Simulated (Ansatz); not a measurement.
Sn, response to strain

The parent structure is Sn in the diamond structure (space group Fd-3m, No. 227; relaxed with 0.1 eV smearing).

```xyz
2
Lattice="0.0000 3.2701 3.2701 3.2701 0.0000 3.2701 3.2701 3.2701 0.0000" Properties=species:S:1:pos:R:3 pbc="T T T"
Sn     0.0000     0.0000     0.0000
Sn     1.6350     1.6350     1.6350
```

Cartesian axes are those of the cell as printed.

Strains are applied to the cell and any free atomic positions relax.

Computed with Ansatz (a first-principles code), PBEsol, PAW, cutoff 420 eV, scalar-relativistic without spin-orbit coupling.

Notes on the quantities. pressure: mean of the normal stresses, compression positive; energy relative to the base: free energy F.

```tsv
case	volume per atom	pressure	energy relative to the base
base	34.97 Å³	0.0 GPa	0 meV/atom
uniaxial strain ε_zz = −2.50 %	34.09 Å³	1.1 GPa	+4.4 meV/atom
uniaxial strain ε_zz = −2.00 %	34.27 Å³	0.9 GPa	+2.8 meV/atom
uniaxial strain ε_zz = −1.50 %	34.44 Å³	0.7 GPa	+1.6 meV/atom
uniaxial strain ε_zz = −1.00 %	34.62 Å³	0.4 GPa	+0.7 meV/atom
uniaxial strain ε_zz = −0.50 %	34.79 Å³	0.2 GPa	+0.2 meV/atom
uniaxial strain ε_zz = +1.50 %	35.49 Å³	…	…
uniaxial strain ε_zz = +2.00 %	35.67 Å³	-0.8 GPa	+2.6 meV/atom
uniaxial strain ε_zz = +2.50 %	35.84 Å³	-1.0 GPa	+4.0 meV/atom
uniaxial strain ε_zz = +3.00 %	36.02 Å³	-1.1 GPa	+5.8 meV/atom
```

Question: Fill in the withheld entries from the trend.

Answer: 
- uniaxial strain ε_zz = +1.50 %, pressure: -0.6 GPa
- uniaxial strain ε_zz = +1.50 %, energy relative to the base: +1.5 meV/atom

Whether these cells are dynamically stable was not tested.
